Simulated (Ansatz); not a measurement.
Data:

```
CELL_PARAMETERS angstrom
      0.00000     2.56195     2.56195
      2.56195     0.00000     2.56195
      2.56195     2.56195     0.00000
ATOMIC_POSITIONS crystal
  Be 0.00000 0.00000 0.00000
  Se 0.25000 0.25000 0.25000
```

No spin polarisation.

Method: Ansatz (a program for electronic structure), LDA, PAW, cutoff 420 eV, no spin-orbit coupling. Settings: 11×11×11 k-points, 0.05 eV Fermi–Dirac smearing.

What is the computed electron mass?

0.84 mₑ along k, 0.26 mₑ across (at X).

What gap character does the calculation give?

Indirect, Γ → X.

What is the computed band gap?

2.46 eV.

Estimate the smallest direct gap.

4.25 eV.

Load acts through the strain it causes; cell and atoms are relaxed under it. Masses are band curvatures over ±0.01 Å⁻¹ around the edge. Along k means along the line from Γ to the band edge. Stability against distortions was not tested. The cell was made from BeSe in the zinc blende structure (space group F-43m, No. 216) by this change: pressure −2 GPa.
